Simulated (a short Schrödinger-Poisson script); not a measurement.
Structure: symmetric double-gate stack, Si3N4 on p-type GaN, at 300 K.

```tsv
layer	material	thickness (nm)	Na (cm⁻³)
1	Si3N4	4.7	-
2	GaN	4	2e16
3	Si3N4	4.7	-
```

The device is made up for the run: typed textbook-type constants, with dimensions and the other settings drawn at random. Si3N4: permittivity 7.5, conduction-band edge (eV) 2, gap (eV) 5.1, electron mass (mₑ) 0.5. GaN: permittivity 9.5, conduction-band edge (eV) 0, gap (eV) 3.43, Nv at 300 K (cm⁻³) 4.6e19.

Channel valleys (confinement mass, in-plane density-of-states mass, number): Γ 0.2, 0.2, 1. At the gates, both at one voltage, the conduction-band edge of layer 1 lies 2.38 eV − eVg above the Fermi level of the channel. Gaps are held at their typed values at every temperature. Mesh 0.03 nm at interfaces.

Solved with a short Schrödinger-Poisson script written for these runs: 1D Poisson equation in equilibrium, electrons quantum, Hartree (BenDaniel-Duke, 12 states a valley, the channel's in-plane mass for all, wave functions ending at the dielectric), parabolic valleys, classical holes, full ionisation, no traps, pinning or gate leakage.

The same stack at other levels of the model or other numerical settings:

```csv
run,sheet density of all electrons at Vg = 1.8 V (cm⁻²),sheet density of all electrons at Vg = 0.6 V (cm⁻²),capacitance of both gates at Vg = 1.8 V (μF/cm²),gate voltage at 1e11 electrons/cm² (V),rough cost against the base
base,1.64e13,1.50e12,2.03,0.43,about 1
"electrons treated as classical, Boltzmann",2.25e13,3.03e12,2.71,0.34,0.1
"electrons treated as classical, Fermi-Dirac",1.90e13,2.64e12,2.27,0.34,0.3
"electrons treated as quantum, Hartree plus LDA exchange-correlation",1.72e13,1.85e12,2.06,0.42,2
mesh six times as coarse,1.64e13,1.50e12,2.03,0.43,0.4
one subband a valley,1.64e13,1.50e12,2.02,0.43,0.6
```

The classical rows ignore confinement, and Boltzmann statistics overrate the density once the band edge passes the Fermi level.

In real p-type GaN the Mg acceptor is only partly ionised, and so wide a gap doesn't supply an inversion layer without source and drain.
